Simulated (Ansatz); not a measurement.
System: Pd3Ge2S2 (model structure, started from the Co3Sn2S2 type, R-3m, No. 166, 7 atoms in the cell). Method: r²SCAN (Ansatz, a program for electronic structure, plane waves, PAW).

Input:

Ansatz 0.2 input:
```yaml
crystal:
  lattice:
    - [2.9214116003, 1.6866779277, 4.2608483634]
    - [-2.9214116003, 1.6866779277, 4.2608483634]
    - [0.0, -3.3733553938, 4.2608485461]
  atoms:
    - { symbol: Pd, position: [0.5, 0.0, 0.0] }
    - { symbol: Pd, position: [0.0, 0.5, 0.0] }
    - { symbol: Pd, position: [0.0, 0.0, 0.5] }
    - { symbol: Ge, position: [0.5, 0.5, 0.5] }
    - { symbol: Ge, position: [0.0, 0.0, 0.0] }
    - { symbol: S, position: [0.7069276084, 0.7069276084, 0.7069276084] }
    - { symbol: S, position: [0.2930723916, 0.2930723916, 0.2930723916] }
basis:
  ecutwfc: 560
  ecutrho_ratio: 4
  xc_grid: 3
kpoints:
  mp_grid: { grid: [12, 12, 12] }
hamiltonian:
  xc: r2scan
  dispersion: none
  pseudopotentials: { kind: paw }
scf:
  occupations: { method: fermi_dirac, width: 0.05 }
output:
  forces: true
  stress: true
  eigenvalues: true
relax:
  f_tol: 0.004
  escape_saddle: false
  max_steps: 80
  cell: { stress_tol: 0.02, fix: [volume] }
```

Excerpt of the program's output:

```
Relaxation: its limit of steps is 80 (relax.max_steps)
Crystal: 7 atoms, lattice volume = 125.971 Å³
Basis set: ecut = 560 eV, 3839 PW (Γ), exchange–correlation on 135×135×135 points (27 copies of the dense FFT grid, shifted against one another)
Bands: 57, of which v1, the nominal top of the filled ones, is band 47 counted from 1 (46 counted from 0)
Symmetry: 12 space group operations
Space group: R-3m (ITA 166), of the structure as read, at distance tolerance 5.0e-5 Å
k-points: 189 of 1728
Functional: x = r2scan, c = r2scan; τ floored in thin density (d = 2e-4 eV/Å³)
SCF iter   1: F=—  HF=-31376.352852 eV  |F-HF|=—  |Δ(HF+E_count)|=         —  Δρ=1.07e-2  dr2=9.29e-2  dr2_τ=5.98e-2
SCF iter   2: F=—  HF=-31376.403827 eV  |F-HF|=—  |Δ(HF+E_count)|=   5.10e-2  Δρ=5.35e-3  dr2=1.14e-2  dr2_τ=2.16e-3
  ...
SCF 1 converged in 8 iterations: F = -31376.405387 eV  dr2 = 2.45e-8
Crystal: 7 atoms, lattice volume = 125.971 Å³
Initial density: handed on by an earlier stage of this run
SCF 2 converged in 5 iterations: F = -31376.409798 eV  dr2 = 2.15e-7
Crystal: 7 atoms, lattice volume = 125.971 Å³
Basis set: ecut = 560 eV, 3827 PW (Γ), exchange–correlation on 135×135×135 points (27 copies of the dense FFT grid, shifted against one another)
SCF 3 converged in 5 iterations: F = -31376.410827 eV  dr2 = 2.75e-7
Crystal: 7 atoms, lattice volume = 125.971 Å³
SCF 4 converged in 6 iterations: F = -31376.410842 eV  dr2 = 2.00e-9
Crystal: 7 atoms, lattice volume = 125.971 Å³
SCF iter   5: F=—  HF=-31376.410860 eV  |F-HF|=—  |Δ(HF+E_count)|=  1.67e-10  Δρ=1.07e-7  dr2=2.33e-11  dr2_τ=3.03e-12
SCF iter   6: F=-31376.410860 eV  HF=-31376.410860 eV  |F-HF|=7.28e-12  |Δ(HF+E_count)|=  1.46e-11  Δρ=5.34e-8  dr2=4.32e-12  dr2_τ=3.23e-13
SCF 5 converged in 6 iterations: F = -31376.410860 eV  dr2 = 4.32e-12
SCF converged after 6 iterations
Free energy (F): -31376.410860 eV
Internal energy: -31376.389685 eV  (E = F + TS)
E sigma→0 (E₀):  -31376.400272 eV
Fermi energy:    12.201868 eV
--- Forces (eV/Å), atoms counted from 1 ---
  atom   1  Pd    -0.00000000    -0.00000000    -0.00000000
  atom   2  Pd     0.00000000    -0.00000000     0.00000000
  atom   3  Pd     0.00000000    -0.00000000    -0.00000000
  atom   4  Ge    -0.00000000     0.00000000    -0.00000000
  atom   5  Ge    -0.00000000     0.00000000    -0.00000000
  atom   6  S      0.00000000    -0.00000000    -0.00134124
  atom   7  S     -0.00000000     0.00000000     0.00134124
--- Stress (GPa, compression-positive) ---
       -1.464129       0.000000      -0.000000
        0.000000      -1.464129      -0.000000
       -0.000000      -0.000000      -1.476162
  P = ⅓ Tr σ = -1.4681 GPa (-14.681 kbar)
```

The cell is one volume of an energy–volume scan, off the minimum.

The PAW data were made under PBE.

Note: the run has no spin polarisation, so it can have missed a magnetic state. Note: the relaxation could raise the start's symmetry but not lower it, so the cell can be a saddle point.

The result took about 12 core-minutes (a rough figure).

A model structure was made by putting elements into a prototype or built by hand; it is no filed structure, need not be a known phase, and can be a saddle point held by its symmetry.
